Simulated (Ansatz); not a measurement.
# Hypothetical anatase SrBr2, response to strain

The parent structure is SrBr$_{2}$ in the anatase structure (space group I4_1/amd, No. 141; a = 5.943 Å, c = 14.183 Å; a hypothetical phase, not in the database extracts checked). Axes: x, y, z lie along a, b, c of the conventional cell.

Strains are applied to the cell and any free atomic positions relax; under biaxial strain the out-of-plane vector relaxes too.

Level of theory: Kohn–Sham DFT with the PBEsol functional, run in Ansatz (an electronic-structure program) with PAW and 420 eV plane waves, no SOC.

| change | electron mass | volume per atom |
|---|---|---|
| base | – | 41.75 Å³ |
| biaxial strain −3.36 %, plane normal [001], relaxed out of plane | 0.37 mₑ out of plane, 0.40 mₑ in plane (at Γ) | 41.45 Å³ |
| biaxial strain −1.04 %, plane normal [001], relaxed out of plane | 0.38 mₑ (at Γ) | 41.60 Å³ |
| biaxial strain +1.19 %, plane normal [001], relaxed out of plane | 0.40 mₑ out of plane, 0.36 mₑ in plane (at Γ) | 41.99 Å³ |
| biaxial strain +1.23 %, plane normal [001], relaxed out of plane | 0.40 mₑ out of plane, 0.36 mₑ in plane (at Γ) | 42.00 Å³ |
| isotropic strain +0.82 % | 0.40 mₑ along c, 0.37 mₑ across (at Γ) | 42.78 Å³ |
| isotropic strain +2.32 % | 0.42 mₑ along c, 0.37 mₑ across (at Γ) | 44.72 Å³ |
| isotropic strain +4.21 % | 0.44 mₑ along c, 0.37 mₑ across (at Γ) | 47.25 Å³ |

The levels and masses belong to the bands next to the band gap. Masses are band curvatures over ±0.01 Å⁻¹ around the edge. Whether these cells are dynamically stable was not tested.
